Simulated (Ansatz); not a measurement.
**Al, response to strain**

Base system: Al in the fcc (Cu type) structure (space group Fm-3m, No. 225; a = 4.014 Å). Axes: x, y, z lie along the cube axes.

Strains are applied to the cell and any free atomic positions relax; under biaxial strain the out-of-plane vector relaxes too.

Levels (all Ansatz, an electronic-structure program, PAW): PBEsol (420 eV, spin-orbit coupling left out); r2SCAN (500 eV, spin-orbit coupling left out).

Pressures by level, all at the geometries relaxed with PBEsol:

```json
[
 {"case": "base", "PBEsol": "0.0 GPa", "r2SCAN": "-1.5 GPa"},
 {"case": "biaxial strain −1.18 %, plane normal [001], relaxed out of plane", "PBEsol": "0.9 GPa", "r2SCAN": "-0.5 GPa"},
 {"case": "biaxial strain +2.32 %, plane normal [001], relaxed out of plane", "PBEsol": "-1.5 GPa", "r2SCAN": "-3.0 GPa"},
 {"case": "biaxial strain +2.80 %, plane normal [001], relaxed out of plane", "PBEsol": "-1.9 GPa", "r2SCAN": "-3.4 GPa"},
 {"case": "biaxial strain +3.64 %, plane normal [001], relaxed out of plane", "PBEsol": "-2.1 GPa", "r2SCAN": "-3.6 GPa"},
 {"case": "uniaxial strain ε_yy = −1.51 %", "PBEsol": "1.3 GPa", "r2SCAN": "-0.1 GPa"}
]
```

Single points use the geometry relaxed with PBEsol. Their cutoffs differ, which shifts pressures a little. Without a gap, meshes like the base's 20×20×20 leave anisotropic stresses uncertain by several tenths of a GPa, and small strain energies with them. Whether these cells are dynamically stable was not tested.
